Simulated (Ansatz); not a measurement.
Density of states of Li₂O (Fm-3m) above the conduction band minimum, PBEsol, rigid bands in Ansatz (a program for electronic structure); cell volume 24.0 Å³.

| energy from edge (eV) | 10⁻³ states/eV/cell |
|---|---|
| 0.006 | 14.1 |
| 0.031 | 33.7 |
| 0.056 | 45.4 |
| 0.081 | 55.3 |
| 0.106 | 64.3 |
| 0.131 | 71.7 |
| 0.156 | 79.0 |
| 0.181 | 85.5 |
| 0.206 | 91.7 |
| 0.231 | 98.3 |
| 0.256 | 105 |
| 0.281 | 110 |
| 0.319 | 119 |
| 0.344 | 125 |
| 0.369 | 131 |
| 0.394 | 135 |
| 0.419 | 141 |
| 0.444 | 147 |
| 0.469 | 158 |
| 0.494 | 177 |
| 0.519 | 189 |
| 0.544 | 200 |
| 0.569 | 211 |
| 0.594 | 222 |

Q: What effective density of states at 300 K does this give (∫ g(E) exp(−E/k_BT) dE, both spins, divided by the cell's size)?

A: 2.9e19 cm⁻³, a density-of-states mass of 1.11 mₑ, valleys and band degeneracy included.

Spin-orbit coupling is left out. Geometry: cell and atoms relaxed with PBEsol.
